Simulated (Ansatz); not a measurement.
Defect migration in monoclinic ZrO2 with all lengths changed by -1 %: O vacancy, neutral cell. These are PBE, PAW (plane waves to 420 eV; Ansatz, a quantum-chemistry and plane-wave program) values and carry that method's errors.

96-site cell at the strained lattice (strain from the relaxed PBE one, atoms relaxed), the Γ point alone, smearing 0.01 eV, spin-restricted, no finite-size correction. No zero-point or tunnelling terms. The charge state is imposed; whether it is stable for some Fermi level was not computed. Forms of the defect that were not tried may lie lower. The start lies 0.10 eV above the lowest site run (PBE).

Barriers: single points on a 2×2×2 k-point mesh shifted by half a step at the bands' geometries (they differ from the bands' own by up to 0.07 eV, and are uncertain by about as much).

Relaxed starting cell (atoms counted from 1):

```
CELL_PARAMETERS angstrom
     10.27489     0.00000     0.00000
      0.00000    10.37871     0.00000
     -1.78901     0.00000    10.49876
ATOMIC_POSITIONS crystal
  Zr 0.13562 0.22481 0.35847
  Zr 0.13864 0.22850 0.85570
  Zr 0.13864 0.72810 0.35526
  Zr 0.13842 0.72885 0.85495
  Zr 0.63773 0.22824 0.35543
  Zr 0.63814 0.22882 0.85484
  Zr 0.63833 0.72864 0.35502
  Zr 0.63883 0.72850 0.85472
  Zr 0.36077 0.27177 0.14666
  Zr 0.36003 0.27156 0.64598
  Zr 0.36140 0.77105 0.14559
  Zr 0.36120 0.77115 0.64602
  Zr 0.86048 0.27077 0.14671
  Zr 0.86177 0.27150 0.64467
  Zr 0.86138 0.77189 0.14554
  Zr 0.86146 0.77273 0.64447
  Zr 0.36039 0.47794 0.39572
  Zr 0.36152 0.47852 0.89604
  Zr 0.35985 0.97774 0.39560
  Zr 0.36169 0.97844 0.89615
  Zr 0.86101 0.47880 0.39601
  Zr 0.86147 0.47814 0.89549
  Zr 0.86183 0.98005 0.39551
  Zr 0.86121 0.97881 0.89538
  Zr 0.13811 0.02066 0.10662
  Zr 0.13763 0.02061 0.60667
  Zr 0.13847 0.52128 0.10561
  Zr 0.13817 0.52149 0.60536
  Zr 0.63822 0.02133 0.10529
  Zr 0.63748 0.02174 0.60494
  Zr 0.63852 0.52157 0.10486
  Zr 0.63812 0.52134 0.60479
  O  0.03357 0.08516 0.92385
  O  0.03395 0.58237 0.42086
  O  0.03396 0.58316 0.92194
  O  0.53239 0.08414 0.42293
  O  0.53456 0.08360 0.92255
  O  0.53397 0.58309 0.42184
  O  0.53443 0.58346 0.92205
  O  0.46571 0.41632 0.07864
  O  0.46502 0.41617 0.57873
  O  0.46543 0.91669 0.07888
  O  0.46462 0.91718 0.57877
  O  0.96634 0.41441 0.08025
  O  0.96408 0.41966 0.58060
  O  0.96602 0.91495 0.07659
  O  0.96502 0.92059 0.57527
  O  0.46529 0.33337 0.32891
  O  0.46546 0.33387 0.82807
  O  0.46549 0.83371 0.32891
  O  0.46651 0.83377 0.82876
  O  0.96237 0.32628 0.33524
  O  0.96530 0.33273 0.82855
  O  0.96870 0.83882 0.32732
  O  0.96614 0.83523 0.82649
  O  0.03126 0.16108 0.17938
  O  0.03539 0.16804 0.67000
  O  0.03373 0.66600 0.17276
  O  0.03522 0.66941 0.67020
  O  0.53425 0.16642 0.17275
  O  0.53285 0.16633 0.67204
  O  0.53456 0.66670 0.17212
  O  0.53436 0.66659 0.67210
  O  0.22260 0.37118 0.48998
  O  0.22357 0.37098 0.99002
  O  0.22378 0.87040 0.49007
  O  0.22325 0.87119 0.99015
  O  0.72315 0.37127 0.48970
  O  0.72359 0.37143 0.98974
  O  0.72457 0.87147 0.48967
  O  0.72386 0.87156 0.98929
  O  0.27546 0.12830 0.01261
  O  0.26770 0.12882 0.50966
  O  0.27621 0.62837 0.01105
  O  0.27600 0.62817 0.51116
  O  0.77639 0.12878 0.01145
  O  0.77556 0.12851 0.51047
  O  0.77660 0.62863 0.01072
  O  0.77605 0.62875 0.51051
  O  0.27515 0.12120 0.26246
  O  0.27770 0.12206 0.76284
  O  0.27632 0.62152 0.26096
  O  0.27586 0.62079 0.76123
  O  0.77645 0.12166 0.26180
  O  0.77575 0.12173 0.76052
  O  0.77676 0.62168 0.26099
  O  0.77708 0.62164 0.76032
  O  0.22304 0.37864 0.23981
  O  0.22324 0.37882 0.74011
  O  0.22400 0.87751 0.23967
  O  0.22472 0.87723 0.74099
  O  0.72381 0.37893 0.23955
  O  0.72363 0.37869 0.73957
  O  0.72355 0.87806 0.23886
  O  0.72367 0.87889 0.73924
```

End state 1 differs by these moves (Å; atoms that move under 0.08 Å are left out):

```
atom  element     Δx     Δy     Δz
----  -------  -----  -----  -----
45          O   0.05  -0.09  -0.03
47          O  -0.05   0.03   0.11
52          O   0.05   0.09  -0.09
57          O   0.39  -0.82  -2.53
81          O  -0.10  -0.01  -0.03
```

What forward and backward barriers to end state 1 does PBE, PAW give?

forward 1.38 eV, backward 1.38 eV; at the saddle point atom 57 has neighbours Zr at 1.98, Zr at 2.22, Zr at 2.37 Å. The saddle point's order was not checked.

End state 2 differs by these moves (Å; atoms that move under 0.08 Å are left out):

```tsv
atom	element	Δx	Δy	Δz
56	O	0.05	0.06	-0.10
64	O	0.05	-0.07	0.01
73	O	-2.21	-0.49	-0.92
```

Estimate the forward and backward barriers to end state 2 that PBE, PAW returns for this input.

forward 2.07 eV, backward 2.17 eV; at the saddle point atom 73 has neighbours O at 2.47; 2 Zr at 1.98, Zr at 2.45 Å. The saddle point's order was not checked.

End state 3 differs by these moves (Å; atoms that move under 0.08 Å are left out):

| atom | element | Δx | Δy | Δz |
|---|---|---|---|---|
| 34 | O | -0.04 | 0.07 | 0.03 |
| 47 | O | 0.04 | -0.10 | -0.04 |
| 52 | O | 0.04 | 0.06 | -0.05 |
| 54 | O | 0.55 | 2.46 | 0.93 |
| 56 | O | 0.06 | 0.09 | -0.10 |
| 73 | O | 0.08 | 0.00 | 0.02 |
| 94 | O | 0.08 | 0.01 | 0.02 |

What is the computed forward and backward barriers to end state 3 (PBE, PAW)?

forward 1.80 eV, backward 1.80 eV; at the saddle point atom 54 has neighbours Zr at 1.93, Zr at 2.28 Å. The saddle point's order was not checked.
